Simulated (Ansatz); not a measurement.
The reference is Ru in the hcp (Mg type) structure (space group P6_3/mmc, No. 194; a = 2.7222 Å, c = 4.2908 Å).

Levels (all Ansatz, a first-principles code, PAW): PBE (420 eV, spin-orbit coupling left out); r2SCAN (500 eV, without spin-orbit coupling).

The geometry is relaxed with PBE.

```
Item           Result
------------  -------
PBE pressure  0.0 GPa
```

With r2SCAN at the same geometry, the pressure goes from zero to -6.5 GPa.

Single points use the geometry relaxed with PBE. Their cutoffs differ, which shifts pressures a little. Stability against distortions was not tested. The final runs are not spin-polarised.
